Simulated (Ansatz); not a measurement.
Br on the 1x1 (0001) surface of hcp Ru, one in a 2x2 cell, energies for each (25.7 Å²). Energies are against ½ Br2(g), without zero-point or thermal terms; each row is named by its start.

These are PBE (plane waves to 420 eV, PAW; Ansatz, a quantum-chemistry and plane-wave program) values and carry that method's errors.

Set-up: 17 atoms, 6.3 Å thick at the start under the adsorbate (thin: gaps and levels are the slab's own); mesh 6x6x1; 0.1 eV smearing; dipole correction on; 8 atoms held, the rest relaxed; each run with such symmetry as its start has; no spin, no spin-orbit, no U, no dispersion correction.

A negative adsorption energy means that the adsorbate is more stable on the surface than in its reference. Starts that drift may end in the same place. Heights count from the host atoms within 0.3 Å of the top one.

```tsv
starting site	E_ads (eV)	height (Å)	nearest host atom (Å)	bonded to	Δ work function (eV)	lateral drift (Å)
top Ru	(withheld)	2.45	Ru 2.44	Ru	0.42	0.0
hollow Ru-Ru-Ru	-2.25	2.10	Ru 2.62	3 Ru	-0.49	0.0
hollow Ru-Ru-Ru over Ru at depth 2.1 Å	-2.22	2.11	Ru 2.61	3 Ru	-0.50	0.0
bridge Ru-Ru (span 2.7 Å)	-2.25	2.10	Ru 2.62	3 Ru	-0.49	0.8
```

Problem. Fill in the missing entries.

Solution. 
- top Ru, E_ads (eV): -1.66
